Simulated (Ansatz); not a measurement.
An Ansatz (a program for electronic structure) input for (Al,Ti)N alloy cell AlTi3N4 (rock salt start):

Ansatz 0.2 input:
```yaml
crystal:
  lattice:
    - [-4.217806738, 4.21783635, 4.215543336]
    - [4.213272373, -4.218215692, 4.211388267]
    - [4.215511184, 4.215920212, -4.215922646]
  atoms:
    - { symbol: Ti, position: [0.004550071, 0.25200353, 0.748101866] }
    - { symbol: Ti, position: [-0.003253082, 0.495512118, 0.501266591] }
    - { symbol: Al, position: [0.003544206, 0.745337208, 0.249822394] }
    - { symbol: Ti, position: [0.245823413, 0.001356736, 0.752217175] }
    - { symbol: Ti, position: [0.004046324, 0.000830449, 0.002659344] }
    - { symbol: Ti, position: [0.24813295, 0.25202249, 0.499592138] }
    - { symbol: Ti, position: [0.25107507, 0.495907124, 0.247781727] }
    - { symbol: Al, position: [0.501934658, 0.757753493, 0.750246247] }
    - { symbol: Ti, position: [0.250650657, 0.749296483, -0.001192596] }
    - { symbol: Al, position: [0.497631478, -0.000773676, 0.505057954] }
    - { symbol: Ti, position: [0.499423856, 0.25122756, 0.251761425] }
    - { symbol: Ti, position: [0.750091574, 0.50158136, 0.747517827] }
    - { symbol: Ti, position: [0.498311073, 0.502356036, 0.000570885] }
    - { symbol: Ti, position: [0.750474834, 0.747268462, 0.49744872] }
    - { symbol: Ti, position: [0.751339797, 0.000668595, 0.252226944] }
    - { symbol: Al, position: [0.747568252, 0.249060316, -0.005069759] }
    - { symbol: N, position: [0.499722018, 0.757712919, 0.258534733] }
    - { symbol: N, position: [0.506676465, 0.000563651, -0.006678415] }
    - { symbol: N, position: [0.505241877, 0.243886143, 0.749964227] }
    - { symbol: N, position: [0.756307639, 0.498693033, 0.242197979] }
    - { symbol: N, position: [0.499892649, 0.508869118, 0.508190691] }
    - { symbol: N, position: [0.750935735, 0.750323707, 0.000674077] }
    - { symbol: N, position: [0.739279912, 0.00015821, 0.75039329] }
    - { symbol: N, position: [-0.008474709, 0.249492424, 0.241679534] }
    - { symbol: N, position: [0.740695334, 0.240684288, 0.500415337] }
    - { symbol: N, position: [-0.006013318, 0.499848773, 0.005564284] }
    - { symbol: N, position: [-0.000194883, 0.749700518, 0.749936446] }
    - { symbol: N, position: [0.249662549, -0.007326554, 0.257516625] }
    - { symbol: N, position: [0.000286944, -0.008895974, 0.491177315] }
    - { symbol: N, position: [0.250385358, 0.250398804, 0.000116818] }
    - { symbol: N, position: [0.259552225, 0.509888576, 0.750007678] }
    - { symbol: N, position: [0.254699079, 0.754594081, 0.500300491] }
basis:
  ecutwfc: 420
  ecutrho_ratio: 4
  xc_grid: 2
kpoints:
  mp_grid: { grid: [4, 4, 4] }
hamiltonian:
  xc: pbe
  dispersion: none
  pseudopotentials: { kind: paw }
scf:
  n_extra_bands: 34
  occupations: { method: fermi_dirac, width: 0.05 }
output:
  forces: true
  stress: true
relax:
  f_tol: 0.03
  max_steps: 90
  cell: { stress_tol: 0.15 }
```

Level of theory: PBE (plane waves to 420 eV, PAW; Ansatz). No spin–orbit coupling; the runs are not spin-polarised. Its k-point mesh 4×4×4, Fermi–Dirac width 0.05 eV.

### Question
Write the closing report of this run, without the band table and long remarks, to eight decimals at most.

### Answer
```
SCF converged after 7 iterations
Free energy (F): -38339.053092 eV
Harris-Foulkes:  -38339.053092 eV  (|F-HF|=7.28e-12)
Internal energy: -38338.969582 eV  (E = F + TS)
E sigma→0 (E₀):  -38339.011337 eV
Entropy (-TS):   -0.083510 eV (-2.610 meV/atom)
Fermi energy:    15.950194 eV
--- Per-component energies (eV) ---
  E_band       = -1078.262463
  E_kinetic    = 5522.023489
  E_local      = -12163.949071  (includes V_loc(G=0)·N_el)
  E_nonlocal   = 830.765060
  E_hartree    = 4970.528382
  E_xc         = -2327.668692
  E_vxc        = -2853.566499  (∫ρ·V_xc dr)
  E_paw        = -16466.483197  (= ΣΔE_a)
  E_vpaw       = -2354.594746  (= ΣTr[D̂ρ^β])
  E_aug_tail   = 0.002526  (compensation charges beyond the density's cutoff)
  E_ewald      = -18704.188080
  E_smearing   = -0.083510  (= −TS)
  E_closure    = 0.000000  (closes the sum)
  Σ components = -38339.053092   (vs F -38339.053092, Δ=0.00e0)
--- Forces (eV/Å), atoms counted from 1 ---
  atom   1  Ti    -0.00064785    -0.00009649    -0.00016211
  atom   2  Ti     0.00081491    -0.00009417    -0.00110255
  atom   3  Al    -0.00012739     0.00089844     0.00028010
  atom   4  Ti    -0.00269800     0.00196004    -0.00084834
  atom   5  Ti     0.00066717    -0.00092232     0.00113267
  atom   6  Ti    -0.00403839     0.00036424    -0.00088189
  atom   7  Ti     0.00120504    -0.00002307    -0.00056677
  atom   8  Al    -0.00084363    -0.00028515    -0.00073868
  atom   9  Ti     0.00366598    -0.00063307     0.00031638
  atom  10  Al     0.00105545     0.00011333    -0.00068204
  atom  11  Ti    -0.00337998     0.00108358     0.00241574
  atom  12  Ti    -0.00030807    -0.00033304     0.00051456
  atom  13  Ti     0.00145270     0.00147060     0.00190256
  atom  14  Ti    -0.00050634     0.00185144     0.00010556
  atom  15  Ti     0.00151009     0.00159521    -0.00047373
  atom  16  Al    -0.00075575    -0.00094057    -0.00193291
  atom  17  N      0.00115349    -0.00155125    -0.00050056
  atom  18  N      0.00198229    -0.00081378     0.00028362
  atom  19  N     -0.00090663    -0.00116140     0.00008381
  atom  20  N     -0.00015925     0.00184534    -0.00108318
  atom  21  N     -0.00276294    -0.00008052    -0.00001236
  atom  22  N     -0.00180548    -0.00075688     0.00098175
  atom  23  N      0.00082749    -0.00321384    -0.00190659
  atom  24  N     -0.00224150     0.00009227     0.00213371
  atom  25  N      0.00272358    -0.00491195     0.00167490
  atom  26  N     -0.00221130     0.00092674    -0.00009735
  atom  27  N     -0.00005720    -0.00074934     0.00190990
  atom  28  N      0.00174524    -0.00032816     0.00199402
  atom  29  N      0.00236241     0.00185679     0.00021264
  atom  30  N      0.00127973     0.00079920    -0.00263648
  atom  31  N      0.00028724     0.00025238    -0.00263835
  atom  32  N      0.00071703     0.00178541     0.00032219
  max |Σ_I F_I| component: 1.99e-7 eV/Å
--- Stress (GPa, compression-positive) ---
        0.000062       0.001978      -0.004878
        0.001978      -0.033942      -0.004954
       -0.004878      -0.004954      -0.014715
  P = ⅓ Tr σ = -0.0162 GPa (-0.162 kbar)
--- Relaxed structure (6 steps of the walk, 6 accepted, 1 SCFs on fresh bases) ---
  F+E_penalty+E_count = -38339.05309232 eV   max|allowed force component| = 4.912e-3 eV/Å   (the final SCF, on the basis selected at the relaxed cell)
  cell:  # Å, volume = 298.8844 Å³
    - [-4.22474079, 4.19924925, 4.22110546]
    - [4.21441278, -4.20161175, 4.21314152]
    - [4.22342588, 4.20030891, -4.22346930]
  atoms:
    - { symbol: Ti, position: [0.00554890, 0.25173502, 0.75071779] }
    - { symbol: Ti, position: [-5.80049533e-5, 0.49881840, 0.50464587] }
    - { symbol: Al, position: [0.00254676, 0.74639057, 0.24904890] }
    - { symbol: Ti, position: [0.24433733, 0.00279918, 0.75478250] }
    - { symbol: Ti, position: [0.00587982, 0.00225122, 0.00056847] }
    - { symbol: Ti, position: [0.24880393, 0.25371617, 0.50312305] }
    - { symbol: Ti, position: [0.25242481, 0.49321778, 0.24635733] }
    - { symbol: Al, position: [0.50348025, 0.75846937, 0.75107540] }
    - { symbol: Ti, position: [0.24795764, 0.74561145, -0.00557491] }
    - { symbol: Al, position: [0.49555894, -0.00270003, 0.50355713] }
    - { symbol: Ti, position: [0.49735265, 0.25062042, 0.24925750] }
    - { symbol: Ti, position: [0.74982927, 0.50000926, 0.74376437] }
    - { symbol: Ti, position: [0.49374781, 0.49745993, -0.00173265] }
    - { symbol: Ti, position: [0.75240034, 0.74818567, 0.49902443] }
    - { symbol: Ti, position: [0.75104604, 0.00303500, 0.25519995] }
    - { symbol: Al, position: [0.74858766, 0.24995946, -0.00359972] }
    - { symbol: N, position: [0.49964924, 0.75735596, 0.25759224] }
    - { symbol: N, position: [0.50730361, 0.00029500, -0.00704571] }
    - { symbol: N, position: [0.50553247, 0.24362909, 0.75018074] }
    - { symbol: N, position: [0.75797030, 0.49987251, 0.24183430] }
    - { symbol: N, position: [0.50002133, 0.50961635, 0.50944982] }
    - { symbol: N, position: [0.75027665, 0.75033189, 0.00025049] }
    - { symbol: N, position: [0.73767030, 0.00036856, 0.75004226] }
    - { symbol: N, position: [-0.00813794, 0.24943416, 0.24177175] }
    - { symbol: N, position: [0.74058542, 0.24044787, 0.50023803] }
    - { symbol: N, position: [-0.00719902, 0.49969953, 0.00656269] }
    - { symbol: N, position: [-0.00036164, 0.75015567, 0.75052869] }
    - { symbol: N, position: [0.24974846, -0.00820953, 0.25777839] }
    - { symbol: N, position: [-0.00027953, -0.00974245, 0.48958589] }
    - { symbol: N, position: [0.24990414, 0.24995936, 0.00034464] }
    - { symbol: N, position: [0.26215349, 0.51163373, 0.75018882] }
    - { symbol: N, position: [0.25571857, 0.75557343, 0.50048154] }
```

Cost: about 13 core-minutes (a rough figure).
